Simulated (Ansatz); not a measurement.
Consider BN in the wurtzite structure (space group P6_3mc, No. 186).

```
CELL_PARAMETERS angstrom
      2.55452     0.00000     0.00000
     -1.27726     2.21228     0.00000
      0.00000     0.00000     4.22456
ATOMIC_POSITIONS crystal
  B  0.33333 0.66667 0.00019
  B  0.66667 0.33333 0.50019
  N  0.33333 0.66667 0.37481
  N  0.66667 0.33333 0.87481
```

Cartesian axes are those of the cell as printed.

Method: PBE (Ansatz, a quantum-chemistry and plane-wave program), no spin-orbit coupling.

Before the change:

| Item | Result |
|---|---|
| Shortest interatomic distance | 1.567 Å |

Perturbation: uniaxial strain ε_zz = −3.00 %, all other strain components held at zero; the atoms relax in the strained cell.

Task: What happens to the stress, energy relative to the base and shortest interatomic distance?

Result: The stress (xx, yy, zz, yz, xz, xy; compression positive) amounts to (2.03, 2.03, 33.56, 0.00, 0.00, 0.00) GPa; the energy goes up by 18 meV/atom; the shortest interatomic distance falls by 0.029 Å, from 1.567 Å to 1.538 Å.

No phonon test of stability was made.
